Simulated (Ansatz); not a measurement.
Cl on the 1x1 (111) surface of fcc Rh, one in a 1x1 cell, energies for each (6.4 Å²). Energies are against ½ Cl2(g), without zero-point or thermal terms; each row is named by its start.

Calculation: PBE (plane waves to 420 eV, PAW; Ansatz, a first-principles code).

Model: 5-atom slab, 6.5 Å thick at the start under the adsorbate (thin: gaps and levels are the slab's own), 12x12x1 mesh, Fermi-Dirac 0.1 eV, dipole correction, 2 atoms held, the rest relaxed; each run with such symmetry as its start has; no spin, no spin-orbit, no U, no dispersion correction.

A negative adsorption energy means that the adsorbate is more stable on the surface than in its reference. Heights count from the host atoms within 0.3 Å of the top one.

```tsv
starting site	E_ads (eV)	height (Å)	nearest host atom (Å)	bonded to	Δ work function (eV)	lateral drift (Å)
top Rh	-0.32	2.27	Rh 2.27	Rh	-0.07	0.0
hollow Rh-Rh-Rh over Rh at depth 2.2 Å	0.17	2.14	Rh 2.65	3 Rh	0.10	0.0
hollow Rh-Rh-Rh over Rh at depth 4.4 Å	0.14	2.08	Rh 2.60	3 Rh	-0.04	0.0
bridge Rh-Rh (span 2.7 Å)	0.13	2.11	Rh 2.51	2 Rh	0.05	0.1
```
